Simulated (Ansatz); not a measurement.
Start from ZnO in the wurtzite structure (space group P6_3mc, No. 186; a = 3.2795 Å, c = 5.2937 Å). Axes: x lies along a and z along c of the hexagonal cell.

The values are results of PBE, PAW, 420 eV (Ansatz, an electronic-structure program; no spin-orbit coupling), not measurements.

Strains are applied to the cell and any free atomic positions relax; under biaxial strain the out-of-plane vector relaxes too.

One change was made to it. Results:

```tsv
quantity	base	after
gap character	direct at Γ	direct at Γ
pressure (mean of the normal stresses, compression positive)	0.0 kbar	17.2 kbar
valence-band top at Γ (three highest levels, from the VBM)	0.00, 0.00, -0.08 eV	0.00, 0.00, -0.11 eV
```

Problem. Which of these changes matches the shifts?
A. biaxial strain −0.60 %, plane normal [001], relaxed out of plane
B. biaxial strain −3.00 %, plane normal [001], relaxed out of plane
C. biaxial strain −2.40 %, plane normal [001], relaxed out of plane
D. biaxial strain −1.80 %, plane normal [001], relaxed out of plane
E. biaxial strain −1.20 %, plane normal [001], relaxed out of plane

Solution. E, biaxial strain −1.20 %, plane normal [001], relaxed out of plane. For comparison, the valence-band top at Γ in the other runs: biaxial strain −3.00 %, plane normal [001], relaxed out of plane gives 0.00, 0.00, -0.17 eV; biaxial strain −2.40 %, plane normal [001], relaxed out of plane gives 0.00, 0.00, -0.15 eV; biaxial strain −1.80 %, plane normal [001], relaxed out of plane gives 0.00, 0.00, -0.13 eV; biaxial strain −0.60 %, plane normal [001], relaxed out of plane gives 0.00, 0.00, -0.09 eV.

No phonon test of stability was made.
